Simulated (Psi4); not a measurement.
Psi4 1.11, HF/def2-svp, scf_type pk: Ti(Cl)3(OH) ([OH][Ti]([Cl])([Cl])[Cl]), 6 atoms. The geometry is a generated start, not checked to be a minimum at this level.

- task: energy
- method: scf
- basis: def2-svp
- memory: 7 GB
- e_convergence: 1e-08
- d_convergence: 1e-07
- guess: auto, which took SAD (default)
- diis_max_vecs: 10 (default)
- scf_initial_accelerator: adiis (default)
- basis functions: 104

```xyz
6

Ti     0.2430    -0.1187    -0.0124
Cl     1.8836     1.0728    -0.6559
Cl     0.9012    -0.9169     1.8474
Cl     0.2882    -1.7902    -1.3262
O     -1.2249     0.6687     0.0501
H     -2.0911     1.0842     0.0971
```

The reference run uses exact four-centre integrals (scf_type = pk). Single runs; times are not shown.

Settings tried, all else as in the reference:
- scf_type = dfdirj+snlink
- scf_type = dfdirj+link
- scf_type = dfdirj+cosx, cosx_radial_points_final = 75, cosx_spherical_points_final = 302
- scf_type = mem_df
- scf_type = dfdirj+cosx, cosx_radial_points_final = 25, cosx_spherical_points_final = 50
- scf_type = cd, cholesky_tolerance = 1e-05
- scf_type = cd, cholesky_tolerance = 0.001
- scf_type = cd, cholesky_tolerance = 1e-06
- scf_type = dfdirj+cosx
- scf_type = cd, cholesky_tolerance = 0.0001 (default)
- scf_type = dfdirj+cosx, cosx_radial_points_final = 50, cosx_spherical_points_final = 194

### Question
Sort the settings: which keep to the reference within 1.0 meV/atom in energy, and which don't?

### Answer
Within it: scf_type = cd, cholesky_tolerance = 1e-06; scf_type = dfdirj+link; scf_type = dfdirj+snlink; scf_type = cd, cholesky_tolerance = 0.0001 (default); scf_type = cd, cholesky_tolerance = 1e-05; scf_type = mem_df. Outside: scf_type = dfdirj+cosx, cosx_radial_points_final = 50, cosx_spherical_points_final = 194; scf_type = dfdirj+cosx, cosx_radial_points_final = 75, cosx_spherical_points_final = 302; scf_type = dfdirj+cosx; scf_type = dfdirj+cosx, cosx_radial_points_final = 25, cosx_spherical_points_final = 50; scf_type = cd, cholesky_tolerance = 0.001.

| setting | energy against the reference |
|---|---|
| scf_type = cd, cholesky_tolerance = 1e-06 | +0.085 meV/atom |
| scf_type = dfdirj+link | −0.31 meV/atom |
| scf_type = dfdirj+snlink | −0.31 meV/atom |
| scf_type = cd, cholesky_tolerance = 0.0001 (default) | +0.60 meV/atom |
| scf_type = cd, cholesky_tolerance = 1e-05 | +0.60 meV/atom |
| scf_type = mem_df | +0.69 meV/atom |
| scf_type = dfdirj+cosx, cosx_radial_points_final = 50, cosx_spherical_points_final = 194 | +8.0 meV/atom |
| scf_type = dfdirj+cosx, cosx_radial_points_final = 75, cosx_spherical_points_final = 302 | +8.5 meV/atom |
| scf_type = dfdirj+cosx | +25 meV/atom |
| scf_type = dfdirj+cosx, cosx_radial_points_final = 25, cosx_spherical_points_final = 50 | +35 meV/atom |
| scf_type = cd, cholesky_tolerance = 0.001 | +41 meV/atom |

Total energies are compared; such shifts often cancel in part in energy differences. The DFDIRJ builders fit J, which adds its shift to that of exchange. Psi4 runs the final COSX grid once, on the density of the start grid. No test of the SCF solution's stability was run. Also tried and not ranked: scf_type = direct (same energy as a listed run); scf_type = cd, cholesky_tolerance = 0.01 (possibly another state). The tolerance is a choice made for this comparison.
